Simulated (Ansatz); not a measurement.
## GaN: response to strain

Take GaN in the zinc blende structure (space group F-43m, No. 216; a = 4.455 Å) as the base. Axes: x, y, z lie along the cube axes.

Strains are applied to the cell and any free atomic positions relax; under biaxial strain the out-of-plane vector relaxes too.

The values are results of Ansatz (an electronic-structure program), LDA, PAW, cutoff 420 eV, scalar-relativistic without spin-orbit coupling, not measurements.

Notes on the quantities. in-plane stress: mean in-plane stress (compression positive).

| variant | out-of-plane strain | in-plane stress | band gap |
|---|---|---|---|
| base | – | – | 1.96 eV |
| biaxial strain −3.00 %, plane normal [001], relaxed out of plane | +3.17 % | +9.1 GPa | 2.03 eV |
| biaxial strain −2.50 %, plane normal [001], relaxed out of plane | +2.66 % | +7.5 GPa | 2.02 eV |
| biaxial strain −1.50 %, plane normal [001], relaxed out of plane | +1.61 % | +4.3 GPa | 1.99 eV |
| biaxial strain −1.00 %, plane normal [001], relaxed out of plane | +1.08 % | +2.8 GPa | 1.98 eV |
| biaxial strain +1.00 %, plane normal [001], relaxed out of plane | -1.11 % | -2.6 GPa | 1.83 eV |
| biaxial strain +1.50 %, plane normal [001], relaxed out of plane | -1.68 % | -3.9 GPa | 1.78 eV |
| biaxial strain +2.00 %, plane normal [001], relaxed out of plane | -2.25 % | -5.1 GPa | 1.72 eV |
| biaxial strain +2.50 %, plane normal [001], relaxed out of plane | -2.83 % | -6.3 GPa | 1.66 eV |
| biaxial strain +3.00 %, plane normal [001], relaxed out of plane | -3.42 % | -7.4 GPa | 1.61 eV |

Whether these cells are dynamically stable was not tested. This is not the structure that GaN has at room temperature and ambient pressure.
